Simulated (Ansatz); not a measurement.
Ni3C (R-3c, No. 167, 8 atoms in the cell; start mp-7586) was calculated with PBEsol in Ansatz (PAW).

Numerical settings: plane-wave cutoff 520 eV, 14×14×14 k mesh, Fermi–Dirac smearing 0.05 eV, no spin polarisation, scalar-relativistic PAW data made under PBE.

Cell (relaxed at this level):

```cif
data_C2Ni6
_chemical_formula_sum 'Ni6 C2'
_space_group_name_H-M_alt 'P 1'
_space_group_IT_number 1
_cell_length_a 5.00542
_cell_length_b 5.00542
_cell_length_c 5.00542
_cell_angle_alpha 53.806
_cell_angle_beta 53.806
_cell_angle_gamma 53.806
loop_
_space_group_symop_operation_xyz
  'x, y, z'
loop_
_atom_site_label
_atom_site_type_symbol
_atom_site_fract_x
_atom_site_fract_y
_atom_site_fract_z
_atom_site_occupancy
Ni1 Ni 0.92318 0.25000 0.57682 1
Ni2 Ni 0.07682 0.75000 0.42318 1
Ni3 Ni 0.57682 0.92318 0.25000 1
Ni4 Ni 0.42318 0.07682 0.75000 1
Ni5 Ni 0.25000 0.57682 0.92318 1
Ni6 Ni 0.75000 0.42318 0.07682 1
C1 C 0.50000 0.50000 0.50000 1
C2 C 0.00000 0.00000 0.00000 1
```

**Question.** Give the computed bulk modulus.

**Answer.** 
- bulk modulus: 226 GPa

Note: the run has no spin polarisation, so it can have missed a magnetic state; the bulk modulus is −V dP/dV from two relaxed cells at ±2 % in volume; the relaxation could not lower the start's symmetry, so the cell can be a saddle point above a distorted one.

Computed values are for the static lattice.

It cost very roughly 10 core-minutes of CPU time.

A start named mp-… is a Materials Project structure, which need not be a measured phase.

Ansatz is a first-principles code.
